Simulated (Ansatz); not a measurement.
## WC: response to strain

Base system: WC (space group P-6m2, No. 187; a = 2.913 Å, c = 2.835 Å; relaxed with 0.1 eV smearing). Axes: x lies along a and z along c of the hexagonal cell.

Strains are applied to the cell and any free atomic positions relax; under biaxial strain the out-of-plane vector relaxes too.

Method: r2SCAN/PAW in Ansatz (a first-principles code), without spin-orbit coupling.

```json
[
 {"biaxial strain, plane normal [001], relaxed out of plane (%)": "-3", "out-of-plane strain (%)": "1.13"},
 {"biaxial strain, plane normal [001], relaxed out of plane (%)": "-2.5", "out-of-plane strain (%)": "0.93"},
 {"biaxial strain, plane normal [001], relaxed out of plane (%)": "-2", "out-of-plane strain (%)": "0.73"},
 {"biaxial strain, plane normal [001], relaxed out of plane (%)": "-1.5", "out-of-plane strain (%)": "0.54"},
 {"biaxial strain, plane normal [001], relaxed out of plane (%)": "-1", "out-of-plane strain (%)": "?"},
 {"biaxial strain, plane normal [001], relaxed out of plane (%)": "-0.5", "out-of-plane strain (%)": "0.18"},
 {"biaxial strain, plane normal [001], relaxed out of plane (%)": "0", "out-of-plane strain (%)": "0.00"}
]
```

Problem. Fit ε⊥ = −νε + γε² (strains in %) to the rows shown and predict the withheld row.

Solution. Least squares on the printed values gives ν = 0.35 (the biaxial Poisson response) and γ = 0.010 (largest residual 0.00 %); this predicts 0.36 %, and the run gives 0.36 %, in agreement.

Stability against distortions was not tested. All final runs are without spin polarisation.
